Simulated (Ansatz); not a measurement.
## A computed series for hypothetical CdI2 type BeI2: thickness series

The reference is BeI2 in the CdI2 type structure (space group P-3m1, No. 164; a hypothetical phase, not in the database extracts checked).

```
BeI2
1.0
    3.83269     0.00000     0.00000
   -1.91635     3.31921     0.00000
    0.00000     0.00000     6.66694
Be I
1 2
Direct
  0.00000   0.00000   0.00000
  0.33333   0.66667   0.22727
  0.66667   0.33333   0.77273
```

Free-standing slabs (3 atom(s) a layer) normal to the stacking axis with 15 Å of vacuum; in-plane cell relaxed.

Computed with Kohn–Sham DFT with the r2SCAN+rVV10 functional, run in Ansatz (a first-principles code) with PAW and 500 eV plane waves, scalar-relativistic without spin-orbit coupling.

Notes on the quantities. excess energy per area of both faces: slab less bulk energy over the cell's area: twice a surface energy.

| change | band gap | excess energy per area of both faces | smallest direct gap | thickness between the outermost nuclei |
|---|---|---|---|---|
| base | 2.80 eV | – | 3.36 eV | – |
| 1 layer | 2.88 eV | 0.23 J/m² | 3.39 eV | 3.03 Å |
| 2 layers | 2.83 eV | 0.24 J/m² | 3.32 eV | 9.70 Å |
| 4 layers | 2.81 eV | 0.25 J/m² | 3.28 eV | 23.03 Å |

The excess energy carries the mismatch between the slab's and the bulk's meshes. With I present, leaving out spin-orbit coupling can change the band edges. Whether these cells are dynamically stable was not tested.
